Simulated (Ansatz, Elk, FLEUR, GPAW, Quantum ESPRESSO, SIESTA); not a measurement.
## One structure in several programs: ZnSe (F-43m, 2 atoms in the cell)

Self-consistent single point.

```
ZnSe
1.0
    0.00000     2.82027     2.82027
    2.82027     0.00000     2.82027
    2.82027     2.82027     0.00000
Zn Se
1 1
Direct
  0.00000   0.00000   0.00000
  0.75000   0.75000   0.75000
```

Shared settings, as Ansatz (a first-principles code) writes them: kpoints.mp_grid.grid = 6 6 6; scf.occupations.method = fermi_dirac; scf.occupations.width = 0.02 eV. Potentials and cutoffs stand in the table.

```csv
code,model,pressure (GPa),gap on the mesh (eV),cutoff
Elk,"PBE, all-electron FP-LAPW, Elk's shipped species files, default APW+lo basis",–,1.286,default
FLEUR,"PBE, all-electron FLAPW (FLEUR), scalar-relativistic valence",–,1.349,Kmax 3.8 1/bohr
SIESTA,"GGA PBE, numerical atomic orbitals DZP, PseudoDojo PBE standard norm-conserving potentials (rewritten from UPF to PSML)",3.65,1.556,grid 350 Ry
Ansatz,"PBE, default PAW files",3.05,1.345,default
GPAW,"PBE, GPAW PAW datasets PBE (gpaw-data 1.0.1)",3.11,1.355,850 eV
Quantum ESPRESSO,"PBE, PSlibrary ultrasoft (PBE) pseudopotentials",2.58,1.342,50 Ry
```

A dash marks a value that a program does not give, or that is left out as unsure.

Gaps are read on the mesh.

The spread over the programs that give each value: pressure within 1.07 GPa; gap on the mesh within 0.270 eV.

SIESTA uses small atom-centred bases, whose incompleteness enters pressures, forces and empty levels differently from a plane-wave cutoff. Elk and FLEUR treat all electrons, but the usual bases taken here (sphere radii, linearisation, local orbitals, empty states) were not tested for convergence, so the values are no reference for the others. Ansatz's pressure is given at a fixed set of plane waves, as the other plane-wave codes print theirs; with its correction for the finite basis it is 3.11 GPa. In the gap, SIESTA (by 0.211) lies more than 0.12 eV from the median of the plane-wave programs.

On the base mesh (10 10 10) the same programs gave: Ansatz pressure 3.03 GPa, gap on the mesh 1.346 eV; Quantum ESPRESSO pressure 2.56 GPa, gap on the mesh 1.344 eV; GPAW pressure 3.08 GPa, gap on the mesh 1.357 eV; Elk gap on the mesh 1.288 eV; FLEUR gap on the mesh 1.350 eV; SIESTA pressure 3.64 GPa, gap on the mesh 1.557 eV.

The starting cell comes from a database of computed structures (which also holds hypothetical and non-ambient phases and stackings), without a prior relaxation at this level. Its lattice was rescaled by a random factor within 2.5 % of one.

Left out of this page: CP2K (on another mesh).

Keys are those of Ansatz 0.2.
